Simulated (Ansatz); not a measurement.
Start from PtS₂ in the CdI2 type structure (space group P-3m1, No. 164; a = 3.584 Å, c = 4.657 Å; layered, stacked along the Cartesian z axis).

Level of theory: PBE-D3(BJ) (Ansatz, a first-principles code, PAW, no spin-orbit coupling).

Strains are applied to the cell and any free atomic positions relax.

One change was made to it. Results:

The energy increases by 33 meV/atom; the largest internal atomic displacement amounts to 0.083 Å; the pressure (mean of the normal stresses, compression positive) goes from zero to -6.1 GPa.

### Question
Which change produced these results?
(A) isotropic strain +0.50 %
(B) isotropic strain +3.00 %
(C) isotropic strain −1.50 %

### Answer
B, isotropic strain +3.00 %. For comparison, the energy relative to the base in the other runs: isotropic strain +0.50 % gives +1.0 meV/atom; isotropic strain −1.50 % gives +9.7 meV/atom.

Whether these cells are dynamically stable was not tested. The final runs are not spin-polarised. Gaps under 0.05 eV, about the width of the smearing, are given as zero.
